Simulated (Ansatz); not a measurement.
Several settings converged on CdPd (P4mm, 2 atoms in the cell)

```yaml
crystal:
  lattice:
    - [3.02815, 0.00000, 0.00000]
    - [0.00000, 3.02815, 0.00000]
    - [0.00000, 0.00000, 3.68241]
  atoms:
    - { symbol: Cd, position: [0.00000, 0.00000, 0.01358] }
    - { symbol: Pd, position: [0.50000, 0.50000, 0.50000] }
```

Base method: LDA (PW92), default PAW files made with PBE (plane waves; Ansatz, a first-principles code).

Base settings: basis.ecutwfc = 30.9 Ry; kpoints.mp_grid.grid = 11 11 9; hamiltonian.xc = lda; hamiltonian.pseudopotentials = {kind: paw} (the program's default PAW files); scf.occupations.method = fermi_dirac; scf.occupations.width = 0.0073 Ry.

The count of work is k-points × plane waves × bands × iterations; it is no time. 

**The cutoff for other potential files**

Level: DFT, LDA (PW92), plane waves, harder PAW files (source: ansatz) made with PBE.

In this ladder: hamiltonian.pseudopotentials = {kind: paw, source: ansatz}.

The second cell is the first with its lattice scaled by 0.98.

The mesh stays at the base's, so the ladder's end is converged at best in this setting alone.

The first pressure column holds Ansatz's estimate of the finite-basis (Pulay) stress, which hides part of the cutoff error; the other is without it.

Only quantities that move along the ladder and can be compared are tabulated.

| basis.ecutwfc | free energy less the last step's (meV/atom) | energy of the compressed cell less the first (meV/atom) | pressure (GPa) | pressure without the Pulay estimate (GPa) | largest difference of a force vector from the last step's (eV/Å) | count of work / last |
|---|---|---|---|---|---|---|
| 19.8 Ry | 13908.76 | -62.33 | -9.80 | -594.52 | 0.191 | 0.11 |
| 24.3 Ry | 2925.22 | -34.14 | -9.62 | -171.14 | 0.055 | 0.15 |
| 30.9 Ry | 225.80 | -24.57 | -7.88 | -26.36 | 0.004 | 0.20 |
| 37.5 Ry | 11.00 | -23.99 | -7.69 | -8.95 | 0.000 | 0.28 |
| 44.1 Ry | 1.54 | -24.05 | -7.69 | -7.72 | 0.000 | 0.35 |
| 52.9 Ry | 0.97 | -24.04 | -7.69 | -7.72 | 0.000 | 0.47 |
| 66.1 Ry | 0.29 | -24.04 | -7.69 | -7.70 | 0.000 | 0.65 |
| 88.2 Ry | 0.00 | -24.04 | -7.69 | -7.70 | 0.000 | 1.0 |

Coarsest basis.ecutwfc that holds the pressure without the Pulay estimate within 0.2 GPa of the last step, with all finer ones: 44.1 Ry, at 0.35 of the last step's count of work; the step before is off by 1.3 GPa.

Coarsest basis.ecutwfc that holds the energy of the compressed cell less the first within 1 meV/atom of the last step, with all finer ones: 30.9 Ry, at 0.20 of the last step's count of work; the step before is off by 10 meV/atom.

Coarsest basis.ecutwfc that holds the free energy within 2 meV/atom of the last step, with all finer ones: 44.1 Ry, at 0.35 of the last step's count of work; the step before is off by 11 meV/atom.

The energy difference between the two cells stays within 1 meV/atom of the last step's from 30.9 Ry on, the total only from 52.9 Ry on: much of the error is common to both cells and cancels.

At the lowest cutoff the pressure without the Pulay estimate lies 587 GPa under the last step's, the usual sign of Pulay stress in an incomplete plane-wave basis.

**The relaxed cell against the cutoff**

On CdPd (P4/mmm, 2 atoms in the cell): atoms on their sites.

In this ladder: relax = cell and atoms.

The mesh stays at the base's, so the ladder's end is converged at best in this setting alone.

Only quantities that move along the ladder and can be compared are tabulated.

```tsv
basis.ecutwfc	relaxed volume (Å³/atom)	relaxation steps
18.4 Ry	16.226	114
21.7 Ry	15.900	25
26.1 Ry	15.919	8
30.9 Ry	15.918	5
37.1 Ry	15.919	5
46.3 Ry	15.919	5
61.7 Ry	15.918	5
```

Coarsest basis.ecutwfc that holds the relaxed volume within 0.016 Å³/atom of the last step, with all finer ones: 26.1 Ry; the step before is off by 0.019 Å³/atom.

At the lowest cutoff the cell relaxes to a volume 1.9 % larger than at the highest. Ansatz relaxes on a stress corrected for the finite basis.

On the base run: the starting cell comes from a database of computed structures (which also holds hypothetical and non-ambient phases and stackings), without a prior relaxation at this level. Its lattice was rescaled by up to half a per cent. One atom was moved a little off its site on purpose. Spin polarisation is off.

Left out of this page: 1 run of the series failed or unconverged.

Keys are those of Ansatz 0.2.
